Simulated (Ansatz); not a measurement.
**Response to strain in ZnSnP2**

The parent structure is ZnSnP2 in the chalcopyrite structure (space group I-42d, No. 122; a = 5.650 Å, c = 11.325 Å). Axes: x, y, z lie along a, b, c of the conventional cell.

Strains are applied to the cell and any free atomic positions relax; under biaxial strain the out-of-plane vector relaxes too.

Method: r2SCAN (Ansatz, a quantum-chemistry and plane-wave program), no spin-orbit coupling.

Candidates:
(a) isotropic strain −0.73 %
(b) biaxial strain +2.28 %, plane normal [001], relaxed out of plane
(c) isotropic strain −4.99 %
(d) isotropic strain +0.78 %

For the base:

- Band gap = 1.25 eV

Order them by band gap, highest first.

(a) isotropic strain −0.73 % (1.37 eV), (c) isotropic strain −4.99 % (1.23 eV), (d) isotropic strain +0.78 % (1.13 eV), (b) biaxial strain +2.28 %, plane normal [001], relaxed out of plane (1.01 eV)

Whether these cells are dynamically stable was not tested.
